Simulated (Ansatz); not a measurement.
# Hf: pressure series

Consider Hf in the hcp (Mg type) structure (space group P6_3/mmc, No. 194; a = 3.2041 Å, c = 5.0689 Å).

Cell and atoms are relaxed at each pressure.

Level of theory: PBE/PAW in Ansatz (a program for electronic structure), without spin-orbit coupling, earlier PAW set.

Notes on the quantities. enthalpy: H = E + PV relative to the base's energy.

```csv
change,density,shortest interatomic distance,enthalpy
base,13.15 g/cm³,5.930 bohr,–
pressure −2 GPa,…,5.967 bohr,-0.28 eV/atom
pressure −1 GPa,13.03 g/cm³,5.948 bohr,-0.14 eV/atom
pressure 1.8 GPa,13.37 g/cm³,5.898 bohr,+0.25 eV/atom
pressure 4.2 GPa,13.65 g/cm³,…,+0.58 eV/atom
pressure 9 GPa,14.16 g/cm³,5.789 bohr,+1.22 eV/atom
pressure 18 GPa,…,…,+2.36 eV/atom
```

Question: Complete the table.

Answer: 
- pressure −2 GPa, density: 12.90 g/cm³
- pressure 4.2 GPa, shortest interatomic distance: 5.859 bohr
- pressure 18 GPa, density: 15.04 g/cm³
- pressure 18 GPa, shortest interatomic distance: 5.681 bohr

Load acts through the strain it causes; cell and atoms are relaxed under it. Whether these cells are dynamically stable was not tested. Competing high-pressure phases were not computed. The final runs are not spin-polarised.
